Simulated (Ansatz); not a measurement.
# GaAs (P4/mmm, No. 123, 2 atoms in the cell; start mp-10048; a measured phase of this formula has another space group)

Level of theory: r²SCAN (PAW; Ansatz, an electronic-structure program).

Settings: plane-wave cutoff 560 eV, 20×20×10 k mesh (along the axes of the cell as run), Fermi–Dirac smearing 0.05 eV, scalar-relativistic PAW data made under PBE.

Cell (relaxed at this level):

```cif
data_AsGa
_chemical_formula_sum 'Ga1 As1'
_space_group_name_H-M_alt 'P 1'
_space_group_IT_number 1
_cell_length_a 2.67865
_cell_length_b 2.67865
_cell_length_c 5.43710
_cell_angle_alpha 90.000
_cell_angle_beta 90.000
_cell_angle_gamma 90.000
loop_
_space_group_symop_operation_xyz
  'x, y, z'
loop_
_atom_site_label
_atom_site_type_symbol
_atom_site_fract_x
_atom_site_fract_y
_atom_site_fract_z
_atom_site_occupancy
Ga1 Ga 0.00000 0.00000 0.50000 1
As1 As 0.00000 0.00000 0.00000 1
```

| Property | Value |
|---|---|
| band gap | none |
| bulk modulus | 71.5 GPa |

Note: the relaxation could not lower the start's symmetry, so the cell can be a saddle point above a distorted one; the bulk modulus is −V dP/dV from two relaxed cells at ±2 % in volume.

Spin–orbit coupling is not included.

Computing time: around 3 core-minutes (rough).

A start named mp-… is a Materials Project structure, which need not be a measured phase.
